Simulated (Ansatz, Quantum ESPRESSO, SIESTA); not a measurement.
**Code comparison for NbH (Cmme, 4 atoms in the cell)**

Relaxation of cell and atoms.

```
CELL_PARAMETERS angstrom
      1.85422    -2.40469     0.00000
      1.85422     2.40469     0.00000
      0.00000     0.00000     4.82729
ATOMIC_POSITIONS crystal
  Nb 0.75000 0.25000 0.26884
  Nb 0.25000 0.75000 0.73116
  H  0.25000 0.25000 0.00000
  H  0.75000 0.75000 0.00000
```

Shared settings, as Ansatz (a program for electronic structure) writes them: kpoints.mp_grid.grid = 11 11 7; scf.occupations.method = gaussian; scf.occupations.width = 0.136 eV. Potentials and cutoffs stand in the table.

```json
[
 {"code": "Ansatz", "model": "LDA (PW92), PAW files made with PBE", "final volume (Å³/atom)": "10.02", "cutoff": "default"},
 {"code": "SIESTA", "model": "LDA PW92, numerical atomic orbitals TZP, PseudoDojo LDA standard norm-conserving potentials (rewritten from UPF to PSML)", "final volume (Å³/atom)": "10.00", "cutoff": "grid 300 Ry"},
 {"code": "Quantum ESPRESSO", "model": "LDA (PZ), GBRV 1.5 ultrasoft (LDA) pseudopotentials", "final volume (Å³/atom)": "10.00", "cutoff": "40 Ry"}
]
```

On Ansatz's run: spin polarisation is off.

The spread over the programs that give each value: final volume within 0.02 Å³/atom.

SIESTA uses small atom-centred bases, whose incompleteness enters pressures, forces and empty levels differently from a plane-wave cutoff. The same LDA comes in different parametrisations, which differ slightly. The programs treat the finite-basis stress differently while the cell relaxes: Ansatz adds an estimate of it.

The starting cell comes from a database of computed structures (which also holds hypothetical and non-ambient phases and stackings), without a prior relaxation at this level. Its lattice was rescaled by a random factor within 2.5 % of one.

Keys are those of Ansatz 0.2.
